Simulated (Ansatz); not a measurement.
Given:

```yaml
crystal:
  lattice:
    - [3.91910, 0.00000, 0.00000]
    - [0.00000, 3.91910, 0.00000]
    - [0.00000, 0.00000, 3.91910]
  atoms:
    - { symbol: Cs, position: [0.00000, 0.00000, 0.00000] }
    - { symbol: Br, position: [0.50000, 0.50000, 0.50000] }
```

No spin polarisation.

Level of theory: PBEsol (Ansatz, a quantum-chemistry and plane-wave program; PAW; 420 eV plane waves; without spin-orbit coupling). Settings: 8×8×8 k-points, 0.05 eV Fermi–Dirac smearing.

Task: What gap character does the calculation give?

Result: Direct at Γ.

Task: Predict the hole mass (degenerate bands, along [100]).

Result: 0.32, 1.8, 1.8 mₑ (at Γ).

Load acts through the strain it causes; cell and atoms are relaxed under it. Effective masses come from finite differences of ±0.01 Å⁻¹. No phonon test of stability was made. Competing high-pressure phases were not computed. The cell was made from CsBr in the CsCl type structure (space group Pm-3m, No. 221) by this change: pressure 7 GPa.
